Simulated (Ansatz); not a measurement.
**MgSe: response to strain**

Start from MgSe in the rock salt structure (space group Fm-3m, No. 225).

```yaml
crystal:
  lattice:
    - [0.00000, 2.73611, 2.73611]
    - [2.73611, 0.00000, 2.73611]
    - [2.73611, 2.73611, 0.00000]
  atoms:
    - { symbol: Se, position: [0.00000, 0.00000, 0.00000] }
    - { symbol: Mg, position: [0.50000, 0.50000, 0.50000] }
```

Cartesian axes are those of the cell as printed.

Strains are applied to the cell and any free atomic positions relax.

Calculations: DFT with r2SCAN, PAW potentials and a 500 eV plane-wave cutoff in Ansatz (an electronic-structure program), spin-orbit coupling left out.

Candidates:
(a) isotropic strain −5.01 %
(b) isotropic strain +1.87 %
(c) strain tensor (xx, yy, zz, yz, xz, xy) = (+0.78, −1.29, −0.31, +0.63, −0.88, +1.11) %
(d) isotropic strain +1.80 %

Notes on the quantities. energy relative to the base: free energy F.

**Question.** Order them by energy relative to the base, lowest first.

**Answer.** (c) strain tensor (xx, yy, zz, yz, xz, xy) = (+0.78, −1.29, −0.31, +0.63, −0.88, +1.11) % (+4.5 meV/atom), (d) isotropic strain +1.80 % (+12 meV/atom), (b) isotropic strain +1.87 % (+13 meV/atom), (a) isotropic strain −5.01 % (+112 meV/atom)

No phonon test of stability was made.
